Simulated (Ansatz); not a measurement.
Consider NaCl in the rock salt structure (space group Fm-3m, No. 225; a = 5.601 Å). Axes: x, y, z lie along the cube axes.

Calculations: Ansatz (an electronic-structure program) PBEsol, no SOC.

Base values:

Valence-band top at Γ: 0.00, 0.00, 0.00 eV

It is then changed as follows: tensile biaxial strain of 3.00 % in the plane normal to [001], as in epitaxy on a mismatched substrate; the out-of-plane cell vector and the atoms relax.

### Question
Predict the new valence-band top at Γ.

### Answer
The valence-band top at Γ (three highest levels, from the VBM) becomes 0.00, 0.00, -0.04 eV (base: 0.00, 0.00, 0.00 eV).

### Question
What happens to the out-of-plane strain?

### Answer
The out-of-plane strain comes out as -1.17 %.

The levels and masses belong to the bands next to the band gap. Stability against distortions was not tested.
